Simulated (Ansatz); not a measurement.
Take CdSe in the zinc blende structure (space group F-43m, No. 216; a = 6.133 Å) as the base. Axes: x, y, z lie along the cube axes.

Level of theory: r2SCAN/PAW in Ansatz (an electronic-structure program), without spin-orbit coupling.

Before the change:

The valence-band top at Γ is 0.00, 0.00, 0.00 eV.

It is then changed as follows: tensor shear ε_xz = +1.27 % (engineering shear γ = 0.0254), atoms relaxed at fixed cell.

Q: How does this affect the valence-band top at Γ, stress and largest internal atomic displacement?

A: The valence-band top at Γ (three highest levels, from the VBM) goes from 0.00, 0.00, 0.00 eV to 0.00, -0.06, -0.11 eV; the stress (xx, yy, zz, yz, xz, xy; compression positive) amounts to (0.00, -0.01, 0.00, 0.00, -0.56, 0.00) GPa; the largest internal atomic displacement comes out as 0.017 Å.

The levels and masses belong to the bands next to the band gap. The cells carry an imposed strain or load. No phonon test of stability was made.
